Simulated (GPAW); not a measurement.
GPAW run on Hf₂S (P6_3/mmc, 6 atoms in the cell): self-consistent single point.

Method: PBEsol, GPAW PAW datasets PBEsol (made by gpaw-setup) (plane waves; GPAW).

```yaml
crystal:
  lattice:
    - [3.32366, 0.00000, 0.00000]
    - [-1.66183, 2.87837, 0.00000]
    - [0.00000, 0.00000, 11.54165]
  atoms:
    - { symbol: Hf, position: [0.66667, 0.33333, 0.89981] }
    - { symbol: Hf, position: [0.33333, 0.66667, 0.10019] }
    - { symbol: Hf, position: [0.33333, 0.66667, 0.39981] }
    - { symbol: Hf, position: [0.66667, 0.33333, 0.60019] }
    - { symbol: S, position: [0.00000, 0.00000, 0.75000] }
    - { symbol: S, position: [0.00000, 0.00000, 0.25000] }
```

Reference input (self-consistent single point, DFT LDA (Perdew-Wang 92), plane waves, GPAW PAW datasets LDA (gpaw-data 1.0.1)): mode = pw; ecut = 550 eV; xc = LDA; kpts = 8 8 2; mesh shift (steps) = 0 0 0; occupations.name = fermi-dirac; occupations.width = 0.05 eV; nbands = -10; symmetry.symmorphic = false; symmetry.tolerance = 0.0005; maxiter = 120. This run's input differs from it in these lines:

```diff
@@ -17,3 +17,3 @@
 calc = GPAW(mode=PW(550),
-            xc='LDA',
+            xc='PBEsol',
             kpts={'size': (8, 8, 2), 'gamma': True},
```

Its files differ too (potentials: GPAW PAW datasets PBEsol (made by gpaw-setup)).

The program printed (abridged):

```
     iter     time        total  log10-change:
                         energy   eigst   dens
iter:   1 --:--:--   -48.324791
iter:   2 --:--:--   -48.271621   -0.91  -1.24
iter:   3 --:--:--   -47.719707   -0.93  -1.28
iter:   4 --:--:--   -47.803322   -1.31  -1.55
iter:   5 --:--:--   -47.673206   -1.47  -1.71
iter:   6 --:--:--   -47.927813   -1.44  -2.07
iter:   7 --:--:--   -47.689779   -1.91  -1.75
iter:   8 --:--:--   -47.668933   -2.37  -2.22
iter:   9 --:--:--   -47.670239c  -3.21  -2.64
iter:  10 --:--:--   -47.668639c  -2.87  -2.74
iter:  11 --:--:--   -47.667372c  -4.20  -2.86
iter:  12 --:--:--   -47.667379c  -5.35  -3.60
iter:  13 --:--:--   -47.667379c  -5.97  -3.61
iter:  14 --:--:--   -47.667370c  -5.12  -3.70
iter:  15 --:--:--   -47.667371c  -6.17  -3.73
iter:  16 --:--:--   -47.667355c  -6.26  -3.70
iter:  17 --:--:--   -47.667350c  -6.60  -3.85
iter:  18 --:--:--   -47.667348c  -6.58  -3.96
iter:  19 --:--:--   -47.667344c  -5.96  -4.07c
iter:  20 --:--:--   -47.667345c  -5.82  -4.16c
iter:  21 --:--:--   -47.667338c  -6.37  -4.10c
iter:  22 --:--:--   -47.667337c  -7.17  -4.52c
iter:  23 --:--:--   -47.667339c  -7.08  -4.57c
iter:  24 --:--:--   -47.667339c  -8.15c -4.55c
Converged after 24 iterations.

Dipole moment: (-0.000000, -0.000000, -0.000000) |e|*Ang

Energy contributions relative to reference atoms: (reference = -1660729.899929)

Kinetic:        +57.765773
Potential:      -53.586304
External:        +0.000000
XC:             -50.016493
Entropy (-ST):   -0.020886
Local:           -1.819872
SIC:             +0.000000
--------------------------
Free energy:    -47.677782
Extrapolated:   -47.667339

Showing only first 2 kpts
 Kpt  Band  Eigenvalues  Occupancy
  0    28     10.88902    1.68219
  0    29     11.37766    0.00060
  0    30     11.37766    0.00060
  0    31     11.47033    0.00009

  1    28     11.30519    0.00257
  1    29     11.30519    0.00257
  1    30     11.30520    0.00257
  1    31     11.30520    0.00257

Fermi level: 10.97234

No gap
   [... lines left out ...]
  0 Hf    0.00000    0.00000   -0.17681
  1 Hf    0.00000   -0.00000    0.17681
  2 Hf   -0.00000   -0.00000   -0.17681
  3 Hf   -0.00000    0.00000    0.17681
  4 S    -0.00000   -0.00000    0.00000
  5 S    -0.00000    0.00000    0.00000

Stress tensor:
    -0.021316     0.000000     0.000000
     0.000000    -0.021316     0.000000
     0.000000     0.000000    -0.036605
Stress (GPa, Voigt): [-3.4152 -3.4152 -5.8648  0.      0.      0.    ]
```

The run converged in 24 iterations. GPAW prints stress with tension positive. Against the reference run the pressure goes from 0.21 to 4.23 GPa and the largest force hardly changes (0.174 to 0.177 eV/Å).

The starting cell comes from a database of computed structures (which also holds hypothetical and non-ambient phases and stackings), without a prior relaxation at this level. Its lattice was rescaled by a random factor within 2.5 % of one. With a pressure of about 4 GPa the cell is away from its equilibrium volume at this level.

Cost on one core of a shared machine: roughly 3 min.
